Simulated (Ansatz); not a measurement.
An Ansatz (a first-principles code) run: Rh; Ansatz, PBE, PAW, cutoff 420 eV, spin-orbit coupling left out.

Input:

Ansatz 0.2 input:
```yaml
crystal:
  lattice:
    - [0, 1.9150316919, 1.9150316919]
    - [1.9150316919, 0, 1.9150316919]
    - [1.9150316919, 1.9150316919, 0]
  atoms:
    - { symbol: Rh, position: [0, 0, 0] }
basis: { ecutwfc: 420, ecutrho_ratio: 4, xc_grid: 2, fft_grid_basis: typed }
kpoints: { mp_grid: { grid: [21, 21, 21] } }
hamiltonian:
  xc: pbe
  dispersion: none
  pseudopotentials: { kind: paw }
scf: { occupations: { method: fermi_dirac, width: 0.05 }, convergence: { dr2_threshold: 0.0000000001 } }
output: { forces: true, stress: true }
```

Output (explanatory and most iteration lines left out):

```
Pseudopotential: Rh, paw, valence charge 17
Crystal: 1 atoms, lattice volume = 14.046 Å³
Basis set: ecut = 420 eV, 283 PW (Γ), exchange–correlation on 40×40×40 points (8 copies of the dense FFT grid, shifted against one another)
Bands: 13, of which v1, the nominal top of the filled ones, is band 9 counted from 1 (8 counted from 0)
Symmetry: 48 space group operations
Space group: Fm-3m (ITA 225), of the structure as read, at distance tolerance 2.4e-5 Å
k-points: 286 of 9261
Functional: x = pbe(κ = 0.804, μ = 0.2195149727645171), c = pbe(β = 0.06672455060314922)
SCF iter   1: F=—  HF=-6402.894378 eV  |F-HF|=—  |Δ(HF+E_count)|=         —  Δρ=2.64e-3  dr2=2.28e-4  ethr=1.77e-3  ⟨swp⟩=5.1  Hψ=20819  notcnv=0
SCF iter   2: F=—  HF=-6402.894498 eV  |F-HF|=—  |Δ(HF+E_count)|=   1.20e-4  Δρ=1.37e-3  dr2=5.23e-5  ethr=1.34e-6  ⟨swp⟩=2.8  Hψ=8737  notcnv=0
SCF 1 converged in 7 iterations: F = -6402.894523 eV  dr2 = 1.93e-11
SCF converged after 7 iterations
Free energy (F): -6402.894523 eV
Internal energy: -6402.883606 eV  (E = F + TS)
E sigma→0 (E₀):  -6402.889064 eV
Entropy (-TS):   -0.010916 eV (-10.916 meV/atom)
Fermi energy:    21.780041 eV
--- Forces (eV/Å), atoms counted from 1 ---
  atom   1  Rh    -0.00000000     0.00000000     0.00000000
--- Stress (GPa, compression-positive) ---
       -0.000032       0.000000      -0.000000
       -0.000000      -0.000032       0.000000
       -0.000000      -0.000000      -0.000032
  P = ⅓ Tr σ = -0.0000 GPa (-0.000 kbar)
```

Stability against distortions was not tested. The final runs are not spin-polarised. The cell is Rh in the fcc (Cu type) structure (space group Fm-3m, No. 225).
